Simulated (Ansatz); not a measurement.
MgO (Fm-3m), r2SCAN, rigid bands (Ansatz, a first-principles code): N_c = 5.56e18 cm⁻³ at 300 K and an electron conductivity mass of 0.371 mₑ.

### Question
For 1e16 electrons per cm³ at 300 K, place the Fermi level, estimate the Seebeck coefficient of a parabolic band with constant τ, and give mobility and conductivity for τ = 50 fs.

### Answer
The level lies k_BT ln(N_c/n) = 0.163 eV below the conduction-band minimum. S ≈ −(k_B/e)[ln(N_c/n) + 5/2] = -760 μV/K, against -760 μV/K from the full bands (mean over directions). μ = eτ/m = 237 cm²/(V·s) and σ = neμ = 0.380 S/cm. τ is assumed, not computed.

Band transport and this doping are assumed; polarons and phonon drag are left out. Spin-orbit coupling is left out. Geometry: cell and atoms relaxed with PBEsol.
